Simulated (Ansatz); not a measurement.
The parent structure is NaI in the rock salt structure (space group Fm-3m, No. 225; a = 6.528 Å).

Structures relaxed with PBE in Ansatz (plane waves to 420 eV, PAW, without spin-orbit coupling).

Base:

Simulated powder pattern, Cu Kα1, λ = 1.54056 Å (kinematic, ideal powder, no thermal factors, no anomalous dispersion; the 10 strongest lines at most, above 2 %, up to 2θ = 90°):

```
2θ (°)  I/Imax (%)    hkl
------  ----------  -----
23.59           87  (111)
27.30          100  (200)
38.99           76  (220)
46.08           43  (311)
48.25           27  (222)
61.90           18  (331)
63.70           34  (420)
70.63           25  (422)
75.63           14  (333)
88.54           15  (531)
```

One thing is altered: a hydrostatic pressure of 10 GPa.

**Question.** Predict the new powder pattern.

**Answer.** 
Simulated powder pattern, Cu Kα1, λ = 1.54056 Å (kinematic, ideal powder, no thermal factors, no anomalous dispersion; the 10 strongest lines at most, above 2 %, up to 2θ = 90°):

| 2θ (°) | I/Imax (%) | hkl |
|---|---|---|
| 26.24 | 88 | (111) |
| 30.39 | 100 | (200) |
| 43.51 | 73 | (220) |
| 51.52 | 41 | (311) |
| 53.99 | 25 | (222) |
| 63.22 | 12 | (400) |
| 69.66 | 17 | (331) |
| 71.75 | 32 | (420) |
| 79.87 | 24 | (422) |
| 85.82 | 14 | (511) |

The indices refer to the base's conventional cell; one index is shown for lines that coincide.

Load acts through the strain it causes; cell and atoms are relaxed under it. Whether these cells are dynamically stable was not tested. Competing high-pressure phases were not computed.

Ansatz is an electronic-structure program.
